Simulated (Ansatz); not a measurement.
The reference is SiC in the zinc blende structure (space group F-43m, No. 216).

```yaml
crystal:
  lattice:
    - [0.00000, 2.17817, 2.17817]
    - [2.17817, 0.00000, 2.17817]
    - [2.17817, 2.17817, 0.00000]
  atoms:
    - { symbol: Si, position: [0.00000, 0.00000, 0.00000] }
    - { symbol: C, position: [0.25000, 0.25000, 0.25000] }
```

Cartesian axes are those of the cell as printed.

Level of theory: r2SCAN (Ansatz, a first-principles code), scalar-relativistic without spin-orbit coupling.

Perturbation: the cell is scaled by 0.9950 in all directions, atoms relaxed at fixed cell.

Q: Predict the stress tensor and what it implies for the stiffness.

A: Stress of the strained cell less that of the base (GPa, compression positive):
```
   3.52    0.00    0.00
   0.00    3.52    0.00
   0.00    0.00    3.52
```

Then B = −ΔP/(ΔV/V₀) with ΔV/V₀ = -0.0149 gives secant stiffness values (nonlinear terms included at this strain): B ≈ 236 GPa.

Stability against distortions was not tested.
